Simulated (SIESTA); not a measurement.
SIESTA run on HfB₁₂ (Fm-3m, 13 atoms in the cell): self-consistent single point.

Method of the run: SIESTA 5.4.2 with GGA PBEsol, numerical atomic orbitals DZP, PseudoDojo PBEsol standard norm-conserving potentials (rewritten from UPF to PSML).

```yaml
crystal:
  lattice:
    - [0.00000, 3.68507, 3.68507]
    - [3.68507, 0.00000, 3.68507]
    - [3.68507, 3.68507, 0.00000]
  atoms:
    - { symbol: Hf, position: [0.00000, 0.00000, 0.00000] }
    - { symbol: B, position: [0.50000, 0.83956, 0.50000] }
    - { symbol: B, position: [0.50000, 0.16044, 0.50000] }
    - { symbol: B, position: [0.83956, 0.50000, 0.50000] }
    - { symbol: B, position: [0.16044, 0.50000, 0.50000] }
    - { symbol: B, position: [0.83956, 0.50000, 0.16044] }
    - { symbol: B, position: [0.16044, 0.50000, 0.83956] }
    - { symbol: B, position: [0.50000, 0.83956, 0.16044] }
    - { symbol: B, position: [0.50000, 0.16044, 0.83956] }
    - { symbol: B, position: [0.50000, 0.50000, 0.83956] }
    - { symbol: B, position: [0.50000, 0.50000, 0.16044] }
    - { symbol: B, position: [0.16044, 0.83956, 0.50000] }
    - { symbol: B, position: [0.83956, 0.16044, 0.50000] }
```

Reference input (self-consistent single point, DFT, GGA PBEsol, numerical atomic orbitals DZP, PseudoDojo PBEsol standard norm-conserving potentials (rewritten from UPF to PSML)): XC.functional = GGA; XC.authors = PBEsol; potentials = PseudoDojo PBEsol standard; PAO.BasisSize = DZP; PAO.EnergyShift = 0.005 Ry; MeshCutoff = 300 Ry; kgrid.MonkhorstPack = 5 5 5; OccupationFunction = FD; ElectronicTemperature = 0.1 eV; MaxSCFIterations = 150; SCF.Mixer.Method = Pulay; SCF.Mixer.Weight = 0.1. This run's input differs from it in these lines:

```diff
@@ -39,5 +39,5 @@
 %block kgrid.MonkhorstPack
-    5   0   0  0.0
-    0   5   0  0.0
-    0   0   5  0.0
+    4   0   0  0.0
+    0   4   0  0.0
+    0   0   4  0.0
 %endblock kgrid.MonkhorstPack
```

Output (repeated stretches shortened):

```
        iscf     Eharris(eV)        E_KS(eV)     FreeEng(eV)     dDmax    Ef(eV) dHmax(eV)
   scf:    1    -2406.260832    -2483.447267    -2483.481455  1.565452 -7.148269 16.755999
   scf:    2    -2490.154059    -2486.919497    -2486.951803  0.058936 -7.113184 13.093176
   scf:    3    -2492.096040    -2492.679270    -2492.710106  0.198569 -7.296396  3.224907
   scf:    4    -2490.498749    -2492.338870    -2492.368966  0.069593 -7.113196  4.263503
   scf:    5    -2491.895335    -2492.810533    -2492.839305  0.095435 -7.133502  2.889010
   scf:    6    -2493.146917    -2492.993337    -2493.022116  0.016166 -7.090738  1.798649
   scf:    7    -2493.112363    -2493.112727    -2493.141609  0.020314 -7.040858  0.332279
   scf:    8    -2493.117829    -2493.116453    -2493.145321  0.003485 -7.050806  0.014709
   scf:    9    -2493.116364    -2493.116414    -2493.145282  0.000493 -7.049842  0.036322
   scf:   10    -2493.116482    -2493.116452    -2493.145317  0.000247 -7.050396  0.020026
   scf:   11    -2493.116475    -2493.116469    -2493.145332  0.000237 -7.051006  0.000245
   scf:   12    -2493.116469    -2493.116469    -2493.145332  0.000003 -7.051012  0.000030
SCF Convergence by DM+H criterion
max |DM_out - DM_in|         :     0.0000025399
max |H_out - H_in|      (eV) :     0.0000295127
SCF cycle converged after 12 iterations

Using DM_out to compute the final energy and forces

siesta: E_KS(eV) =            -2493.1165

siesta: E_KS - E_eggbox =     -2493.1165

siesta: Atomic forces (eV/Ang):
     1    0.000000    0.000000    0.000000
     2   -0.016133   -0.000005   -0.016133
     3    0.016133    0.000005    0.016133
     4   -0.000005   -0.016133   -0.016133
     5    0.000005    0.016133    0.016133
     6    0.016120   -0.000000   -0.016120
     7   -0.016120   -0.000000    0.016120
     8   -0.000000    0.016120   -0.016120
     9   -0.000000   -0.016120    0.016120
    10   -0.016133   -0.016133   -0.000005
    11    0.016133    0.016133    0.000005
   [... lines left out ...]
siesta: FreeEng =     -2493.145332
siesta: Cell volume =        100.084999 Ang**3
siesta:          13.28473332         15.86897852  kBar
   [... lines left out ...]
     2    -0.259317    3.259317  B
     3    -0.259317    3.259317  B
     4    -0.259317    3.259317  B
     5    -0.259317    3.259317  B
     6    -0.259311    3.259311  B
     7    -0.259312    3.259312  B
     8    -0.259312    3.259312  B
     9    -0.259312    3.259312  B
    10    -0.259317    3.259317  B
    11    -0.259317    3.259317  B
    12    -0.259312    3.259312  B
    13    -0.259312    3.259312  B
 Total    -0.000000
```

The run converged in 12 iterations. Against the reference run the free energy drops by 9.4 meV/atom, the pressure goes from 1.67 to 1.33 GPa and the largest force goes from 0.035 to 0.023 eV/Å.

The starting cell comes from a database of computed structures (which also holds hypothetical and non-ambient phases and stackings), without a prior relaxation at this level. Values carry the incompleteness of an atom-centred basis.

Cost on one core of a shared machine: roughly 5 min.
